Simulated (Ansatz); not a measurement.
**AlN: energy against strain**

AlN (wurtzite, P6_3mc, 10.211 Å³/atom at rest, c along z) under a strain ε along c (axis z), the other axes held. LDA in Ansatz, a plane-wave DFT program (PAW, default set), 420 eV, 12×12×7 Γ-centred mesh, Fermi-Dirac smearing 0.05 eV; ions are relaxed within the symmetry of each cell.

Here s stands for strain and y for E less E0.

| strain (%) | E less E0 (meV/atom) |
|---|---|
| -3.00 | ? |
| -1.20 | 1.70 |
| -0.60 | 0.42 |
| 0.00 | 0.00 |
| 0.60 | 0.45 |
| 1.20 | 1.72 |

Taking a parabola for y over the 5 complete rows: Least squares gives y = 0.005 + 0.0117·s + 1.1845·s². Residuals (row less fit): 0.003, -0.004, -0.005, 0.012, -0.005; standard error 0.010 (degrees of freedom: 2). Twice the quadratic coefficient over the volume, 2 × 1.1845 meV × 10⁴ × 0.1602 / 10.211 Å³, is the elastic constant C33 = 372 ± 2 GPa.

What does the fit predict for y at s = -3.00, and how far is the calculated value from it?

y = 0.005 + 0.0117 × (-3.0) + 1.1845 × (-3.0)² = 10.630 meV/atom. The calculation gives 10.48 meV/atom, 0.150 meV/atom below the prediction (1.4 % of the range of y in the table). The row lies outside the fitted rows, so this is an extrapolation. From the scatter of the fitted rows alone, a prediction at this place has a standard error of 0.066 meV/atom, so the miss is 2.3 times that.

One order more, fitted to all 11 runs of the series, follows each within 0.02, so the miss is the next term of a smooth law. Rows are the converged runs of the series near zero and its far end; series whose fitted rows scatter by over a few per cent of the range, as at a crossing or softening among them, aren't shown in this form. Most that stay on the fit to the last digits aren't either.
